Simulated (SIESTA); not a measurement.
SIESTA run on Cl (P1, 4 atoms in the cell): self-consistent single point.

Method of the run: GGA PBE, numerical atomic orbitals TZP, PseudoDojo PBE standard norm-conserving potentials (rewritten from UPF to PSML) run with SIESTA 5.4.2.

The change in words: lattice scaled by 0.98. Reference geometry:
```
Cl
1.0
    2.24000    -3.12000     0.00000
    2.24000     3.12000     0.00000
    0.00000     0.00000     8.26000
Cl
4
Direct
  0.87731   0.88016   0.89943
  0.62048   0.61789   0.39772
  0.38146   0.37820   0.60284
  0.12075   0.12376   0.10000
```

Reference input (self-consistent single point, DFT, GGA PBE, numerical atomic orbitals TZP, PseudoDojo PBE standard norm-conserving potentials (rewritten from UPF to PSML)): XC.functional = GGA; XC.authors = PBE; potentials = PseudoDojo PBE standard; PAO.BasisSize = TZP; PAO.EnergyShift = 0.005 Ry; MeshCutoff = 300 Ry; kgrid.MonkhorstPack = 7 7 3; OccupationFunction = FD; ElectronicTemperature = 232.09 K; MaxSCFIterations = 150; SCF.Mixer.Method = Broyden; SCF.Mixer.Weight = 0.25. This run's input differs from it in these lines:

```diff
@@ -11,5 +11,5 @@
 %block LatticeVectors
-     4.232986519   -5.895945509   -0.000000000
-     4.232986519    5.895945509    0.000000000
-     0.000000000    0.000000000   15.609137789
+     4.148326789   -5.778026599   -0.000000000
+     4.148326789    5.778026599    0.000000000
+     0.000000000    0.000000000   15.296955034
 %endblock LatticeVectors
@@ -17,6 +17,6 @@
 %block AtomicCoordinatesAndAtomicSpecies
-     3.936737280    0.008873280    7.429324840  1
-     2.773944320   -0.008068320    3.285150680  1
-     1.701622720   -0.010168080    4.979491440  1
-     0.547700160    0.009363120    0.826033040  1
+     3.858002534    0.008695814    7.280738343  1
+     2.718465434   -0.007906954    3.219447666  1
+     1.667590266   -0.009964718    4.879901611  1
+     0.536746157    0.009175858    0.809512379  1
 %endblock AtomicCoordinatesAndAtomicSpecies
```

Log, with long lists cut:

```
        iscf     Eharris(eV)        E_KS(eV)     FreeEng(eV)     dDmax    Ef(eV) dHmax(eV)
   scf:    1    -1777.334731    -1783.042457    -1783.042457  0.740319 -5.303080  1.325899
   scf:    2    -1783.449505    -1783.264191    -1783.264191  0.040351 -5.626614  0.788937
   scf:    3    -1783.417857    -1783.357101    -1783.357101  0.043305 -3.813004  0.153873
   scf:    4    -1783.377062    -1783.368283    -1783.368283  0.013883 -4.984677  0.030078
   scf:    5    -1783.368816    -1783.368580    -1783.368580  0.003504 -4.986000  0.008132
   scf:    6    -1783.368607    -1783.368595    -1783.368595  0.000930 -4.985898  0.001616
   scf:    7    -1783.368597    -1783.368596    -1783.368596  0.000258 -4.985817  0.000589
   scf:    8    -1783.368597    -1783.368596    -1783.368596  0.000132 -4.985792  0.000214
   scf:    9    -1783.368597    -1783.368596    -1783.368596  0.000057 -4.985788  0.000150
SCF Convergence by DM+H criterion
max |DM_out - DM_in|         :     0.0000572132
max |H_out - H_in|      (eV) :     0.0001501367
SCF cycle converged after 9 iterations

Using DM_out to compute the final energy and forces

siesta: E_KS(eV) =            -1783.3686

siesta: E_KS - E_eggbox =     -1783.3686

siesta: Atomic forces (eV/Ang):
     1   -1.183655   -0.003470   -1.929791
     2    0.909710    0.003379   -1.489126
     3   -0.909358    0.002054    1.484380
     4    1.183678   -0.002559    1.933883
   Tot    0.000375   -0.000596   -0.000654
   Max    1.933883
   Res    1.166960    sqrt( Sum f_i^2 / 3N )
   Max    1.933883    constrained

Stress tensor Voigt[x,y,z,yz,xz,xy] (kbar):      -25.01       -0.48      -69.38        0.02       -6.95       -0.03
(Free)E + p*V (eV/cell)    -1781.2238
   [... lines left out ...]
siesta: FreeEng =     -1783.368596
   [... lines left out ...]
siesta:    -0.015608   -0.000021   -0.004341
siesta:    -0.000021   -0.000300    0.000013
siesta:    -0.004341    0.000013   -0.043304

siesta: Cell volume =        108.665300 Ang**3

siesta: Pressure (static):
siesta:                Solid            Molecule  Units
siesta:           0.00021497          0.00064957  Ry/Bohr**3
siesta:           0.01973747          0.05964056  eV/Ang**3
siesta:          31.62291396         95.55471312  kBar
```

The run converged in 9 iterations. Against the reference run the free energy rises by 20.4 meV/atom, the pressure goes from 0.81 to 3.16 GPa, the largest force goes from 1.328 to 2.267 eV/Å and the gap on the mesh goes from 2.558 to 2.796 eV.

The starting cell has typed, rounded lattice constants, without a prior relaxation at this level. Its atoms were displaced at random from the sites of space group no. 64. For this run, on top of that: lattice scaled by 0.98. Values carry the incompleteness of an atom-centred basis. With a pressure of about 3 GPa the cell is away from its equilibrium volume at this level. Forces in this geometry exceed 1 eV/Å.
